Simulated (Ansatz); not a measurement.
Consider NaF in the rock salt structure (space group Fm-3m, No. 225; a = 4.7012 Å).

The values are results of Kohn–Sham DFT with the PBE functional, run in Ansatz (a quantum-chemistry and plane-wave program) with PAW and 420 eV plane waves, no spin-orbit coupling, not measurements.

One change was made to it. Results:

The band gap rises by 0.31 eV to 6.40 eV; the volume per atom shrinks by 0.74 Å³ to 12.25 Å³; the gap character remains direct at Γ.

Task: Which change produced these results?
(A) pressure −2 GPa
(B) pressure −1 GPa
(C) pressure 1.5 GPa
(D) pressure 3 GPa

Result: D, pressure 3 GPa. For comparison, the band gap in the other runs: pressure −1 GPa gives 5.97 eV; pressure 1.5 GPa gives 6.25 eV; pressure −2 GPa gives 5.84 eV.

Load acts through the strain it causes; cell and atoms are relaxed under it. No phonon test of stability was made.
